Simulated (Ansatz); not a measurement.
The parent structure is NbAl$_{3}$ (space group I4/mmm, No. 139; a = 3.824 Å, c = 8.570 Å; a cell from a computed database, its experimental status unchecked; relaxed with 0.1 eV smearing). Axes: x, y, z lie along a, b, c of the conventional cell.

The values are results of DFT with PBEsol, PAW potentials and a 420 eV plane-wave cutoff in Ansatz (a program for electronic structure), scalar-relativistic without spin-orbit coupling, not measurements.

Perturbation: uniaxial strain ε_yy = +3.46 %, all other strain components held at zero, atoms relaxed at fixed cell.

### Question
Predict the stress tensor and what it implies for the stiffness.

### Answer
Stress of the strained cell less that of the base (GPa, compression positive):
```
   -3.0     0.0     0.0
    0.0    -8.2     0.0
    0.0     0.0    -1.5
```

Then −Δσ_ii/ε with ε = 0.0346 gives secant stiffness values (nonlinear terms included at this strain): C22 ≈ 237 GPa, C12 ≈ 88 GPa and C23 ≈ 43 GPa.

As a check, the harmonic strain energy −½ V₀ Δσ:ε is 14 meV/atom; the computed energy rise is 14 meV/atom.

Whether these cells are dynamically stable was not tested. All final runs are without spin polarisation.
